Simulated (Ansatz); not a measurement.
# SiC: C → W

Start from SiC in the zinc blende structure (space group F-43m, No. 216; a = 4.3798 Å).

Modification: every C is replaced by W, then cell and atoms are relaxed.

Level of theory: DFT with PBE, PAW potentials and a 420 eV plane-wave cutoff in Ansatz (a quantum-chemistry and plane-wave program), scalar-relativistic without spin-orbit coupling. Settings: 14×14×14 k-points, 0.05 eV Fermi–Dirac smearing, for the changed cell.

```csv
quantity,base,changed,shift
volume per atom,10.50 Å³,21.74 Å³,+11.24 Å³
density,3.17 g/cm³,8.09 g/cm³,+4.92 g/cm³
space group,F-43m (No. 216),F-43m (No. 216),–
shortest interatomic distance,1.896 Å,2.417 Å,+0.5205 Å
band gap,1.37 eV,zero,–
```

Stability against distortions was not tested. As relaxed here, WSi is a hypothetical phase, not in the database extracts checked. The final runs are not spin-polarised. WSi has a high density of states at the Fermi level and may be magnetic at this level.
